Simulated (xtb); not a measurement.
xtb 6.7.1, GFN2-xTB: Cd(Cl)(SH)(NH3)2 ([NH3]->[Cd](<-[NH3])([SH])[Cl]), 12 atoms. The geometry is a generated start, not checked to be a minimum at this level.

- run flags = --grad
- method = GFN2-xTB
- --acc = 1 (default)
- --etemp (K) = 300 (default)
- basis functions = 39
- valence electrons = 32

```xyz
12

Cd    -0.2171    -0.2623     0.5023
Cl    -1.6048     1.4303    -0.3550
S     -0.1168    -0.5262     2.8972
H     -0.7370     0.6501     3.0168
N      1.7414     1.3527     0.0884
H      2.2602     1.5645     0.9376
H      1.1460     2.1521    -0.1189
H      2.4100     1.2635    -0.6714
N     -1.0774    -1.8040    -1.3616
H     -1.7462    -2.5056    -1.0562
H     -0.4595    -2.2404    -2.0368
H     -1.5988    -1.0748    -1.8422
```

Charge 0 and multiplicity 1 are set for this test and not shown to be the ground state.

One run each on 1 thread. Values of broydamp tried: 0.02, 0.05, 0.1, 0.2, 0.4 (default), 0.6, 0.8, 1.

### Question
Which value of broydamp needs the fewest SCC iterations, and what happens away from it?

### Answer
Fewest SCC iterations, within one of each other: 0.4 (default) with 13, 0.6 with 13, 0.8 with 13, 1 with 14. The count rises to 25 at 0.02. All converge to one solution.

```
broydamp       SCC iterations            end
-------------  --------------  -------------
0.02                       25  same solution
0.05                       22  same solution
0.1                        18  same solution
0.2                        16  same solution
0.4 (default)              13  same solution
0.6                        13  same solution
0.8                        13  same solution
1                          14  same solution
```
